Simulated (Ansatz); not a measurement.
An Ansatz (a first-principles code) run: K with a change (x(Li) = 0.667, 3 atoms, P-3m1); DFT with r2SCAN, PAW potentials and a 500 eV plane-wave cutoff in Ansatz, scalar-relativistic without spin-orbit coupling.

Input:

Ansatz 0.2 input:
```yaml
crystal:
  lattice:
    - [5.9655168901, 0, 0]
    - [-2.9827584451, 5.1662891736, 0]
    - [0, 0, 3.5667321839]
  atoms:
    - { symbol: Li, position: [0.6666666667, 0.3333333333, 0.8666346266] }
    - { symbol: K, position: [0, 0, 0.5] }
    - { symbol: Li, position: [0.3333333333, 0.6666666667, 0.1333653734] }
basis: { ecutwfc: 500, ecutrho_ratio: 4, xc_grid: 4, fft_grid_basis: typed }
kpoints: { mp_grid: { grid: [9, 9, 13] } }
hamiltonian:
  xc: r2scan
  dispersion: none
  pseudopotentials: { kind: paw }
scf: { occupations: { method: fermi_dirac, width: 0.05 }, convergence: { dr2_threshold: 0.0000000003 } }
output: { forces: true, stress: true }
checkpoint: { write: state.ck, write_every: 1000 }
```

Output (explanatory and most iteration lines left out):

```
Pseudopotential: Li, paw, valence charge 3
Pseudopotential: K, paw, valence charge 9
Crystal: 3 atoms, lattice volume = 109.925 Å³
Basis set: ecut = 500 eV, 2797 PW (Γ), exchange–correlation on 180×180×108 points (64 copies of the dense FFT grid, shifted against one another)
Bands: 12, of which v1, the nominal top of the filled ones, is band 8 counted from 1 (7 counted from 0)
Symmetry: 12 space group operations
Space group: P-3m1 (ITA 164), of the structure as read, at distance tolerance 4.8e-5 Å
k-points: 126 of 1053
Functional: x = r2scan, c = r2scan; τ floored in thin density (d = 2e-4 eV/Å³)
SCF iter   1: F=—  HF=-1952.250556 eV  |F-HF|=—  |Δ(HF+E_count)|=         —  Δρ=2.62e-3  dr2=1.03e-2  dr2_τ=4.10e-4  ethr=1.77e-3  ⟨swp⟩=6.1  Hψ=10476  notcnv=0
SCF iter   2: F=—  HF=-1952.251393 eV  |F-HF|=—  |Δ(HF+E_count)|=   8.37e-4  Δρ=1.51e-3  dr2=5.37e-3  dr2_τ=7.26e-5  ethr=6.84e-5  ⟨swp⟩=3.0  Hψ=3761  notcnv=0  defer=4
SCF 1 converged in 8 iterations: F = -1952.250816 eV  dr2 = 1.74e-12
SCF converged after 8 iterations
Free energy (F): -1952.250816 eV
Internal energy: -1952.239480 eV  (E = F + TS)
E sigma→0 (E₀):  -1952.245148 eV
Entropy (-TS):   -0.011337 eV (-3.779 meV/atom)
Fermi energy:    1.668061 eV
--- Forces (eV/Å), atoms counted from 1 ---
  atom   1  Li     0.00000000     0.00000000     0.00027378
  atom   2  K      0.00000000    -0.00000000     0.00000000
  atom   3  Li    -0.00000000    -0.00000000    -0.00027378
--- Stress (GPa, compression-positive) ---
        0.007181      -0.000000      -0.000000
       -0.000000       0.007181       0.000000
       -0.000000       0.000000       0.014629
  P = ⅓ Tr σ = 0.0097 GPa (0.097 kbar)
```

These are small ordered cells, not random alloys; other orderings at the same x differ. Whether these cells are dynamically stable was not tested. The cell was made from K by this change: x(Li) = 0.667, 3 atoms, P-3m1.
